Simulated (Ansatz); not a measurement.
**What pressure 3 GPa does to LaAgSO**

Start from LaAgSO (space group P4/nmm, No. 129; a = 4.031 Å, c = 8.850 Å).

It is then changed as follows: a hydrostatic pressure of 3 GPa.

All numbers come from plane-wave PAW DFT at the PBEsol level (Ansatz, a program for electronic structure, 420 eV), no SOC. k-mesh 8×8×4 (Γ-centred); smearing 0.05 eV (Fermi–Dirac).

The volume per atom shrinks by 0.60 Å³, from 17.97 Å³ to 17.37 Å³ and the density increases by 0.24 g/cm³ to 7.05 g/cm³. The lattice parameter a shrinks by 0.029 Å, from 4.031 Å to 4.002 Å and the c/a ratio decreases by 0.027, from 2.196 to 2.169. The shortest interatomic distance falls by 0.013 Å (2.359 Å → 2.346 Å) and the enthalpy H = E + PV relative to the base's energy amounts to +0.33 eV/atom. The band gap increases by 0.06 eV, from 1.32 eV to 1.38 eV and the gap character stays direct at Γ. The mean gap deformation potential ΔEg/Δln V comes out as -1.7 eV and the width of the top valence band grows by 0.07 eV (1.42 eV → 1.49 eV). The electron mass changes from 0.36 mₑ along c, 0.28 mₑ across (at Γ) to 0.36 mₑ along c, 0.29 mₑ across (at Γ) and the valence-band top at Γ (three highest levels, from the VBM) is still 0.00, 0.00, -0.73 eV.

Final structure:

```xyz
8
Lattice="4.0015 0.0000 0.0000 0.0000 4.0015 0.0000 0.0000 0.0000 8.6788" Properties=species:S:1:pos:R:3 pbc="T T T"
La     0.0000     2.0008     7.4531
La     2.0008     0.0000     1.2256
Ag     2.0008     2.0008     4.3394
Ag     0.0000     0.0000     4.3394
S      0.0000     2.0008     2.6595
S      2.0008     0.0000     6.0192
O      0.0000     0.0000     0.0000
O      2.0008     2.0008     0.0000
```

Load acts through the strain it causes; cell and atoms are relaxed under it. Effective masses come from finite differences of ±0.01 Å⁻¹. Whether these cells are dynamically stable was not tested.
